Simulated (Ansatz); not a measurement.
Data:

```yaml
crystal:
  lattice:
    - [4.11124, 0.00000, 0.00000]
    - [0.00000, 4.11124, 0.00000]
    - [0.00000, 0.00000, 4.19202]
  atoms:
    - { symbol: Sr, position: [0.50000, 0.50000, 0.55391] }
    - { symbol: Zr, position: [0.00000, 0.00000, 0.00405] }
    - { symbol: O, position: [0.00000, 0.00000, 0.48199] }
    - { symbol: O, position: [0.50000, 0.00000, 0.95203] }
    - { symbol: O, position: [0.00000, 0.50000, 0.95203] }
```

A single point on SrZrO3, its geometry relaxed with PBEsol.

The values are results of PBEsol (Ansatz, a program for electronic structure; PAW; 420 eV plane waves; spin-orbit coupling included), not measurements. Γ-centred 8×8×8 mesh, Fermi–Dirac width 0.05 eV.

Task: Estimate the band gap.

Result: 3.35 eV.

Task: What is the computed electron mass?

Result: 2.7 mₑ along c, 0.42 mₑ across (at Γ).

Single points use the geometry relaxed with PBEsol. Effective masses come from finite differences of ±0.01 Å⁻¹. Whether these cells are dynamically stable was not tested. The cell is SrZrO₃ (space group P4mm, No. 99; a cell from a computed database, its experimental status unchecked).
